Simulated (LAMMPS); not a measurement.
An MD run on Cu (fcc), 256 atoms, at 1220 K and 0 GPa, heated as the crystal.

Model: classical MD, pair style bop, file AlCu.bop.table; code LAMMPS.

```
Property                                                              Result
--------------------------  ------------------------------------------------
state found                              crystal; no diffusion seen in 15 ps
density                                                  8.750 ± 0.001 g/cm³
volume per atom                                            12.060 ± 0.002 Å³
enthalpy per atom                                          -3.140 ± 0.002 eV
first peak of g(r)                                        2.54 Å, height 3.7
coordination number                                 12.1 (counted to 3.14 Å)
most common Cu-Cu-Cu angle  in the 3° bin centred on 58.5° (mean of all 97°)
cost                                             very roughly 6 core-minutes
```

Potential: file AlCu.bop.table of the LAMMPS distribution; its header cites Zhou, Ward, and Foster, Phys. Chem. Chem. Phys., under consideration.

States go by the mean squared displacement: a species diffuses where it passes 1.5 Å², still rises and gives D over 1e-6 cm²/s; a crystal has left its structure where atoms lie 0.35 Å off their sites on average or a cubic box changes its shape by 3 %.

The ± values are statistical; the model's systematic error is not in them.

```
r (Å)   g(r)
-----  -----
1.900  0.000
1.940  0.003
1.980  0.000
2.020  0.018
2.060  0.041
2.100  0.077
2.140  0.186
2.180  0.384
2.220  0.621
2.260  0.942
2.300   1.43
2.340   1.94
2.380   2.59
2.420   2.87
2.460   3.40
2.500   3.64
2.540   3.73
2.580   3.56
2.620   3.46
2.660   3.07
2.700   2.62
2.740   2.13
2.780   1.78
2.820   1.34
2.860   1.05
2.900  0.759
2.940  0.600
2.980  0.443
3.020  0.308
3.060  0.255
3.100  0.221
3.140  0.227
3.180  0.210
3.220  0.253
3.260  0.262
3.300  0.328
3.340  0.389
3.380  0.438
3.420  0.473
3.460  0.599
3.500  0.584
3.540  0.631
3.580  0.596
3.620  0.694
3.660  0.699
3.700  0.692
3.740  0.596
3.780  0.550
3.820  0.571
3.860  0.542
3.900  0.520
3.940  0.545
3.980  0.526
4.020  0.597
4.060  0.656
4.100  0.814
4.140  0.909
4.180   1.11
4.220   1.31
4.260   1.54
4.300   1.64
4.340   1.75
4.380   1.88
4.420   1.91
4.460   1.90
4.500   1.89
4.540   1.84
4.580   1.67
4.620   1.61
4.660   1.33
4.700   1.21
4.740   1.05
4.780  0.971
4.820  0.896
4.860  0.816
4.900  0.792
4.940  0.761
4.980  0.837
5.020  0.830
5.060  0.813
5.100  0.838
5.140  0.888
5.180  0.861
5.220  0.832
5.260  0.851
5.300  0.821
5.340  0.866
5.380  0.776
5.420  0.846
5.460  0.870
5.500  0.891
5.540  0.967
5.580   1.01
5.620   1.03
5.660   1.07
5.700   1.11
5.740   1.09
5.780   1.11
5.820   1.04
5.860   1.06
5.900  0.984
5.940  0.920
5.980  0.873
```

```
angle (°)  probability per degree, Cu-Cu-Cu
---------  --------------------------------
40.50                                0.0000
43.50                                0.0002
46.50                                0.0014
49.50                                0.0053
52.50                                0.0125
55.50                                0.0202
58.50                                0.0242
61.50                                0.0222
64.50                                0.0162
67.50                                0.0098
70.50                                0.0056
73.50                                0.0034
76.50                                0.0029
79.50                                0.0042
82.50                                0.0063
85.50                                0.0081
88.50                                0.0094
91.50                                0.0092
94.50                                0.0079
97.50                                0.0062
100.5                                0.0050
103.5                                0.0047
106.5                                0.0062
109.5                                0.0089
112.5                                0.0125
115.5                                0.0160
118.5                                0.0171
121.5                                0.0165
124.5                                0.0139
127.5                                0.0104
130.5                                0.0072
133.5                                0.0044
136.5                                0.0025
139.5                                0.0015
142.5                                0.0008
145.5                                0.0005
148.5                                0.0004
151.5                                0.0004
154.5                                0.0006
157.5                                0.0012
160.5                                0.0021
163.5                                0.0033
166.5                                0.0048
169.5                                0.0056
172.5                                0.0056
175.5                                0.0044
178.5                                0.0015
```
